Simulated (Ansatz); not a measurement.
Abridged Ansatz (a program for electronic structure) output:

```
Relaxation: its limit of steps is 50 (relax.max_steps)
Pseudopotential: Ta, paw, valence charge 13
Crystal: 1 atoms, lattice volume = 18.211 Å³
Basis set: ecut = 420 eV, 353 PW (Γ), exchange–correlation on 48×48×40 points (8 copies of the dense FFT grid, shifted against one another)
Bands: 11, of which v1, the nominal top of the filled ones, is band 7 counted from 1 (6 counted from 0)
Symmetry: 16 space group operations
k-points: 1639 of 21952
Functional: x = pbesol(κ = 0.804, μ = 0.12345679012345678), c = pbesol(β = 0.046)
SCF iter   1: F=—  HF=-9806.507201 eV  |F-HF|=—  |Δ(HF+E_count)|=         —  Δρ=2.17e-3  dr2=2.26e-4  ethr=1.77e-3  ⟨swp⟩=5.1  Hψ=100309  notcnv=0
SCF iter   2: F=—  HF=-9806.506997 eV  |F-HF|=—  |Δ(HF+E_count)|=   2.04e-4  Δρ=1.01e-3  dr2=4.57e-5  ethr=1.74e-6  ⟨swp⟩=2.1  Hψ=39615  notcnv=0
SCF 1 converged in 6 iterations: F = -9806.507036 eV  dr2 = 1.21e-10
relax step   1: F+E_penalty+E_count = -9806.50703566 eV  Δ(F+E_penalty+E_count) = +0.000e0 eV  max|allowed force component| = 0.000e0 eV/Å  Δτ_max = 0.0000 Å  P = -5.702 GPa  Ω = 18.211 Å³  fix = [a, b, gamma]  reactions: a -6.713, b -6.713 GPa  (6 SCF iters, dr2 threshold 1.00e-7 eV, accepted)
[... steps on the carried basis left out ...]
relax step   4: F+E_penalty+E_count = -9806.50999241 eV  Δ(F+E_penalty+E_count) = -7.128e-6 eV  max|allowed force component| = 0.000e0 eV/Å  Δτ_max = 0.0000 Å  P = -3.007 GPa  Ω = 17.963 Å³  energy of the carried Pulay correction = +7.995e-5 eV  fix = [a, b, gamma]  reactions: a -4.512, b -4.512 GPa  (2 SCF iters, dr2 threshold 4.95e-8 eV, accepted)
Crystal: 1 atoms, lattice volume = 17.963 Å³
SCF iter   1: F=—  HF=-9806.509920 eV  |F-HF|=—  |Δ(HF+E_count)|=         —  Δρ=3.17e-5  dr2=4.83e-8  ethr=5.30e-8  ⟨swp⟩=3.2  Hψ=150365  notcnv=0
SCF iter   2: F=—  HF=-9806.509920 eV  |F-HF|=—  |Δ(HF+E_count)|=   6.33e-7  Δρ=1.54e-5  dr2=1.05e-8  ethr=3.72e-10  ⟨swp⟩=1.6  Hψ=20579  notcnv=0
SCF 5 converged in 5 iterations: F = -9806.509920 eV  dr2 = 7.89e-14
SCF converged after 5 iterations
Free energy (F): -9806.509920 eV
Internal energy: -9806.466175 eV  (E = F + TS)
E sigma→0 (E₀):  -9806.488048 eV
Entropy (-TS):   -0.043745 eV (-43.745 meV/atom)
Fermi energy:    18.544619 eV
--- Forces (eV/Å), atoms counted from 1 ---
  atom   1  Ta     0.00000000     0.00000000     0.00000000
--- Stress (GPa, compression-positive) ---
       -4.515488       0.000000      -0.000000
        0.000000      -4.515488       0.000000
       -0.000000       0.000000      -0.006070
  P = ⅓ Tr σ = -3.0123 GPa (-30.123 kbar)
--- Relaxed structure (4 steps of the walk, 3 accepted, 1 SCFs on fresh bases) ---
  cell:  # Å, volume = 17.9628 Å³
    - [3.3479421493, 3.963203491061135e-22, 5.1515318570535154e-11]
    - [3.9632035303070923e-22, 3.3479421493, -5.151531882559174e-11]
    - [1.6739710746253411, -1.6739710746253411, 1.6025779725484077]
  atoms:
    - { symbol: Ta, position: [0.0, 0.0, 0.0] }
```

What was computed, and what are the main results?

Ta, 1 atom in the cell, with Ansatz PBEsol, no SOC. The last SCF converged to F = -9806.509920 eV, or -9806.5099 eV per atom, at a pressure of -3.01 GPa. The total energy compares only with runs of the same code, potentials and settings.

The cells carry an imposed strain or load. No phonon test of stability was made. All final runs are without spin polarisation. The cell was made from Ta in the bcc (W type) structure (space group Im-3m, No. 229) by this change: biaxial strain +2.00 %, plane normal [001], relaxed out of plane.

Keys are those of Ansatz 0.2.
